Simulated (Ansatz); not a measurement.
NiAs-type NiSb, treated with r²SCAN (Ansatz, a quantum-chemistry and plane-wave program, plane waves, PAW).

Settings: plane-wave cutoff 600 eV, 18×18×12 k mesh (along the axes of the cell as run), Fermi–Dirac smearing 0.075 eV (set by the program), no spin polarisation, scalar-relativistic PAW data made under PBE.

Cell (relaxed at this level):

```
CELL_PARAMETERS angstrom
      3.93062     0.00000     0.00000
     -1.96531     3.40402     0.00000
      0.00000     0.00000     5.12087
ATOMIC_POSITIONS crystal
  Ni 0.00000 0.00000 0.00000
  Ni 0.00000 0.00000 0.50000
  Sb 0.66667 0.33333 0.75000
  Sb 0.33333 0.66667 0.25000
```

Estimate the elastic constant C12, elastic constant C11, elastic constant C13, elastic constant C44, elastic constant C33 and elastic constant C66 that the calculation returns.


elastic constant C12: 99.4 GPa
elastic constant C11: 197 GPa
elastic constant C13: 82.0 GPa
elastic constant C44: 68.0 GPa
elastic constant C33: 196 GPa
elastic constant C66: 48.9 GPa

Elastic constants are with the ions relaxed.

Spin–orbit coupling is not included.

Computed values are for the static lattice.

It cost around 2.1 core-hours (rough) of CPU time.
